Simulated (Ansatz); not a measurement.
TaAlO4 (Pbcn, No. 60, 24 atoms in the cell; start mp-8898)

Level of theory: HSE06 (Ansatz, a program for electronic structure, PAW).

Settings: plane-wave cutoff 460 eV, 4×2×4 k mesh (along the axes of the cell as run), Fermi–Dirac smearing 0.01 eV, scalar-relativistic PAW data made under PBE.

Cell (relaxed with PBEsol):

```xyz
24
Lattice="4.4719 0.0000 0.0000 0.0000 11.2911 0.0000 0.0000 0.0000 4.7633" Properties=species:S:1:pos:R:3 pbc="T T T"
Ta     2.2360     3.7420     3.5724
Ta     2.2360     7.5490     1.1908
Ta     0.0000     1.9035     1.1908
Ta     0.0000     9.3875     3.5724
Al     2.2360     0.7354     3.5724
Al     2.2360    10.5557     1.1908
Al     0.0000     4.9102     1.1908
Al     0.0000     6.3809     3.5724
O      3.2796     0.6504     2.0135
O      1.1923    10.6407     2.7497
O      3.4283     4.9952     4.3952
O      1.0436     6.2959     0.3681
O      1.0436     4.9952     2.7497
O      3.4283     6.2959     2.0135
O      1.1923     0.6504     0.3681
O      3.2796    10.6407     4.3952
O      3.4587     7.7639     4.3787
O      1.0132     3.5272     0.3845
O      3.2492     9.1727     1.9971
O      1.2227     2.1184     2.7662
O      1.2227     9.1727     0.3845
O      3.2492     2.1184     4.3787
O      1.0132     7.7639     2.7662
O      3.4587     3.5272     1.9971
```

```json
{
 "band_gap": "5.03 eV",
 "smallest_direct_gap_on_the_k_points_sampled": "5.04 eV"
}
```

Note: cell and atoms aren't relaxed at this level (pressure -1.4 GPa).

Spin–orbit coupling is not included.

Static lattice: no zero-point or thermal effects.

Computing time: very roughly 8 core-minutes.

A start named mp-… is a Materials Project structure, which need not be a measured phase.
